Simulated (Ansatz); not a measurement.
Cells marked so need not be the phases stable at ambient conditions, and some may be hypothetical.

By PBEsol, each system below comes out a metal.

Ballistic conductance counts the channels of both spins, as a mean over 0.1 eV about the Fermi level; spin-orbit coupling is left out.

A. NbN (Fm-3m, rock salt, 2 atoms a cell, 10.5 Å³ an atom), current normal to (110)
B. NaPt$_{3}$O$_{4}$ (Pm-3n, not sure to be the ambient phase, 16 atoms a cell, 11.6 Å³ an atom, -4 GPa at this level), current normal to (110)
C. TiAl3 (I4/mmm, not sure to be the ambient phase, 4 atoms a cell, 15.6 Å³ an atom), current normal to (001)
D. ScAg (Pm-3m, CsCl type, not sure to be the ambient phase, 2 atoms a cell, 20.0 Å³ an atom, -3 GPa at this level), current normal to (001)

Question: Order them by ballistic conductance per area (highest first) at the level Ansatz (a first-principles code) with PBEsol.

Answer: A (1.7 × 10¹⁵ S/m²), D (0.69 × 10¹⁵ S/m²), C (0.49 × 10¹⁵ S/m²), B (0.34 × 10¹⁵ S/m²)
